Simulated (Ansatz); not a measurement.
The starting structures come from a database of crystals and need not be the phases stable at ambient conditions.

 Where the default PAW files enter, the runs use the earlier of Ansatz's two default sets.

```yaml
crystal:
  lattice:
    - [5.93721, 0.00000, 0.00000]
    - [0.00000, 7.08065, 0.00000]
    - [0.00000, 0.00000, 5.93721]
  atoms:
    - { symbol: Ge, position: [0.91440, 0.00000, 0.08560] }
    - { symbol: Ge, position: [0.41440, 0.25000, 0.41440] }
    - { symbol: Ge, position: [0.08560, 0.50000, 0.91440] }
    - { symbol: Ge, position: [0.58560, 0.75000, 0.58560] }
    - { symbol: Ge, position: [0.62790, 0.75456, 0.16944] }
    - { symbol: Ge, position: [0.33056, 0.00456, 0.12790] }
    - { symbol: Ge, position: [0.37210, 0.25456, 0.83056] }
    - { symbol: Ge, position: [0.66944, 0.50456, 0.87210] }
    - { symbol: Ge, position: [0.87210, 0.99544, 0.66944] }
    - { symbol: Ge, position: [0.16944, 0.74544, 0.62790] }
    - { symbol: Ge, position: [0.12790, 0.49544, 0.33056] }
    - { symbol: Ge, position: [0.83056, 0.24544, 0.37210] }
```

Space group of this cell: P4_32_12. The cell is taken as given.

Transport runs along the normal of the first two printed cell vectors, the (100) plane of the conventional cell.

No gap correction and no spin-orbit coupling; mid-gap values are interpolated between computed energies.

Question: Give the band gap and the smallest decay constant κ at mid-gap that r2SCAN (Ansatz, a program for electronic structure) yields.

Answer: Gap 0.75 eV on a 6×4×6 mesh; κ = 0.068 1/Å, at (0.333, 0.000) of the in-plane reciprocal vectors. At the zone centre, at the nearest computed energy, the slowest state has κ = 0.10 1/Å.
